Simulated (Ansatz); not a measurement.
Zinc-blende KBr (model structure) was calculated with r²SCAN in Ansatz (plane waves, PAW).

Numerical settings: plane-wave cutoff 500 eV, 8×8×8 k mesh, gaussian smearing 0.02 eV, scalar-relativistic PAW data made under PBE.

Cell (relaxed at this level):

```xyz
2
Lattice="0.0000 3.6881 3.6881 3.6881 0.0000 3.6881 3.6881 3.6881 0.0000" Properties=species:S:1:pos:R:3 pbc="T T T"
K      0.0000     0.0000     0.0000
Br     1.8441     1.8441     1.8441
```

Q: What does this level give for the band gap?

A: 
- band gap: 4.84 eV (on the SCF k mesh)

Note: the relaxation could raise the start's symmetry but not lower it, so the cell can be a saddle point.

Spin–orbit coupling is not included.

The computed numbers hold no vibrational or temperature effects.

It cost around 27 core-seconds (rough) of CPU time.

A model structure was made by putting elements into a prototype or built by hand; it is no filed structure, need not be a known phase, and can be a saddle point held by its symmetry.

Ansatz is a program for electronic structure.
